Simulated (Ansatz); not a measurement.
SiO2 (P4₁2₁2, No. 92) was calculated with PBE-D3(BJ) in Ansatz (plane waves, PAW).

Numerical settings: plane-wave cutoff 520 eV, 8×8×6 k mesh (along the axes of the cell as run), Fermi–Dirac smearing 0.01 eV, scalar-relativistic PAW data made under PBE.

Shape and atoms are relaxed at each volume.

The direct gap at Γ against volume; x = 100 ln(V/13.869 Å³). One gap is withheld.

| V (Å³/atom) | x | gap (eV) |
|---|---|---|
| 13.314 | -4.08 | 5.708 |
| 13.591 | -2.02 | 5.680 |
| 13.869 | 0.00 | 5.653 |
| 14.146 | 1.98 | 5.626 |
| 14.423 | 3.92 | ? |

Q: Fit a straight line to the rows shown, give the volume deformation potential and predict the withheld gap.

A: Means of the 4 rows: x̄ = -1.030, ȳ = 5.6668 eV. Σ(x − x̄)(y − ȳ) = -0.2757 and Σ(x − x̄)² = 20.404, so the slope is -0.0135 eV per unit of x, and dE_g/d ln V = -1.4 eV. At x = 3.92: 5.6668 + (-0.0135) × (3.92 − (-1.030)) = 5.600 eV. The run gives 5.598 eV, 0.002 eV below the line.

Ansatz is a quantum-chemistry and plane-wave program.
